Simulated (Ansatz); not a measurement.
Results of PBEsol (Ansatz, an electronic-structure program, plane waves, PAW) for AlB2-type TiB2.

Run with plane-wave cutoff 520 eV, 18×18×12 k mesh (along the axes of the cell as run), Fermi–Dirac smearing 0.1 eV, perturbation theory, force constants from a 6×6×4 q mesh, no spin polarisation, scalar-relativistic PAW data made under PBE.

Computed at the level's own relaxed cell. Harmonic vibrational thermodynamics at fixed volume:

```csv
T (K),S_vib (J/K per mol of atoms),C_V (J/K per mol of atoms),F_vib (eV/atom)
200,4.41,9.09,0.1013
300,9.18,14.42,0.0943
400,13.83,17.80,0.0823
500,18.04,19.89,0.0658
600,21.80,21.22,0.0451
900,30.83,23.15,-0.0375
1000,33.29,23.47,-0.0707
```

The crystal is taken as a harmonic solid at every temperature: melting, phase changes and thermal expansion are not seen, nor the electrons' share in a metal.
